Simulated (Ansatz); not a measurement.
**Response to strain in Hf**

Consider Hf in the hcp (Mg type) structure (space group P6_3/mmc, No. 194; a = 3.1174 Å, c = 4.9501 Å; relaxed with 0.1 eV smearing). Axes: x lies along a and z along c of the hexagonal cell.

Strains are applied to the cell and any free atomic positions relax.

Computed with Ansatz (a program for electronic structure), LDA, PAW, cutoff 420 eV, no SOC.

Candidates:
(a) uniaxial strain ε_zz = −1.50 %
(b) uniaxial strain ε_zz = −2.50 %
(c) uniaxial strain ε_zz = +2.00 %

Notes on the quantities. energy relative to the base: free energy F.

Q: Order them by energy relative to the base, highest first.

A: (b) uniaxial strain ε_zz = −2.50 % (+9.2 meV/atom), (c) uniaxial strain ε_zz = +2.00 % (+5.4 meV/atom), (a) uniaxial strain ε_zz = −1.50 % (+3.2 meV/atom)

Whether these cells are dynamically stable was not tested. All final runs are without spin polarisation.
